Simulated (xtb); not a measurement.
xtb 6.7.1, GFN1-xTB: Fc1cc(F)c(F)c(/C=C/c2ccccc2)c1F, 26 atoms. The geometry is a generated start, not checked to be a minimum at this level.

| Property | Result |
|---|---|
| run flags | --grad |
| method | GFN1-xTB |
| --acc | 1 (default) |
| --etemp (K) | 300 (default) |
| basis functions | 88 |
| valence electrons | 92 |

```xyz
26

F      5.1575     1.4938    -0.5929
C      4.2475     0.5647    -0.2710
C      4.6711    -0.7215     0.0289
C      3.7176    -1.6703     0.3699
F      4.1157    -2.9130     0.6744
C      2.3595    -1.3463     0.4059
F      1.4879    -2.3001     0.7690
C      1.9166    -0.0551     0.0872
C      0.5037     0.3628     0.1302
C     -0.5427    -0.4354    -0.1376
C     -1.9411     0.0156    -0.0911
C     -2.3419     1.2634    -0.5869
C     -3.6862     1.6432    -0.5512
C     -4.6436     0.7759    -0.0293
C     -4.2591    -0.4736     0.4523
C     -2.9153    -0.8540     0.4161
C      2.8927     0.8979    -0.2380
F      2.5304     2.1576    -0.5307
H      5.7238    -0.9782     0.0042
H      0.3398     1.4080     0.3886
H     -0.4054    -1.4830    -0.3950
H     -1.6157     1.9490    -1.0165
H     -3.9852     2.6146    -0.9364
H     -5.6891     1.0715    -0.0024
H     -5.0045    -1.1541     0.8556
H     -2.6342    -1.8335     0.7969
```

One run each on 1 thread. Values of broydamp tried: 0.02, 0.05, 0.1, 0.2, 0.4 (default), 0.6, 0.8, 1.

Predict the course of the SCC iterations along this series.

Fewest SCC iterations, within one of each other: 0.4 (default) with 10, 0.6 with 11. The count rises to 19 at 0.02. All converge to one solution.

```
broydamp       SCC iterations            end
-------------  --------------  -------------
0.02                       19  same solution
0.05                       16  same solution
0.1                        14  same solution
0.2                        12  same solution
0.4 (default)              10  same solution
0.6                        11  same solution
0.8                        12  same solution
1                          13  same solution
```
